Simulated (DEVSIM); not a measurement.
System: W/SiO2/p-InP capacitor, at 300 K.

Layer 1 from the left is SiO2, thickness (nm) 1.80. Layer 2 from the left is InP, thickness (nm) 1100, Na (cm⁻³) 3.3e17.

Metal gate on the left, work function 4.6 eV. Fixed charge at the semiconductor interface 2.4e11 cm⁻² (in units of +e); interface traps 1.8e11 cm⁻² eV⁻¹, uniform in energy, neutral level at 0.5 of the gap above the valence band.

This is a model device: material constants are rounded textbook-type values typed into the input, and sizes, dopings and lifetimes were drawn at random. Values at 300 K.

SiO2: gap (eV) 9, affinity (eV) 0.9, permittivity 3.9. InP: gap (eV) 1.344, affinity (eV) 4.38, permittivity 12.5, Nc (cm⁻³) 5.7e17, Nv (cm⁻³) 1.1e19.

Model (solved in DEVSIM): 1D Poisson equation in equilibrium, Boltzmann statistics, complete ionisation; no quantum confinement or tunnelling. Metal contacts follow the ideal Schottky-Mott rule: no Fermi-level pinning, no interface dipoles.

Problem. What does the simulation give for the threshold voltage (band bending 2φF), the flat-band voltage, the minimum of the low-frequency capacitance?

Solution. threshold voltage (band bending 2φF) 0.39 V; flat-band voltage -1.06 V; minimum of the low-frequency capacitance 0.178 μF/cm².
